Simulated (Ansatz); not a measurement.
## PBE-D3(BJ) against r2SCAN+rVV10: Ta2N, isotropic strain −0.96 %

Take Ta$_{2}$N in the anti-CdI2 type structure (space group P-3m1, No. 164; a = 3.074 Å, c = 4.855 Å; relaxed with 0.1 eV smearing) as the base.

(Cell as relaxed with PBE-D3(BJ).)

Levels (all Ansatz, a quantum-chemistry and plane-wave program, PAW): PBE-D3(BJ) (420 eV, scalar-relativistic without spin-orbit coupling); r2SCAN+rVV10 (500 eV, spin-orbit coupling left out).

Each level relaxes its own structure.

```
base                 PBE-D3(BJ)  r2SCAN+rVV10
-------------------  ----------  ------------
volume per atom        13.24 Å³      13.26 Å³
lattice parameter a     3.074 Å       3.065 Å
band gap                   zero          zero
```

One thing is altered: the cell is scaled by 0.9904 in all directions, atoms relaxed at fixed cell.

```csv
quantity,PBE-D3(BJ),r2SCAN+rVV10
"pressure (mean of the normal stresses, compression positive)",8.9 GPa,9.2 GPa
energy relative to the base (free energy F),+10 meV/atom,+11 meV/atom
```

PBE-D3(BJ)'s pressure lies 0.3 GPa below r2SCAN+rVV10's; PBE-D3(BJ)'s energy relative to the base lies 0.4 meV/atom below r2SCAN+rVV10's. Neither level is exact; r2SCAN+rVV10 is the comparison here, not a measurement.

Whether these cells are dynamically stable was not tested. All final runs are without spin polarisation. An odd electron count without spin: Ta2N.
